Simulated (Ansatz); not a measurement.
# WSi2, pressure series

Start from WSi₂ (space group I4/mmm, No. 139; a = 3.185 Å, c = 7.771 Å).

Cell and atoms are relaxed at each pressure.

Level of theory: LDA/PAW in Ansatz (an electronic-structure program), without spin-orbit coupling.

Candidates:
(a) pressure 15 GPa
(b) pressure 30 GPa
(c) pressure 4.5 GPa

Base values:

| Property | Result |
|---|---|
| c/a ratio | 2.440 |

Order them by c/a ratio, lowest first.

(c) pressure 4.5 GPa (2.443), (a) pressure 15 GPa (2.450), (b) pressure 30 GPa (2.459)

Load acts through the strain it causes; cell and atoms are relaxed under it. Stability against distortions was not tested. Competing high-pressure phases were not computed. All final runs are without spin polarisation.
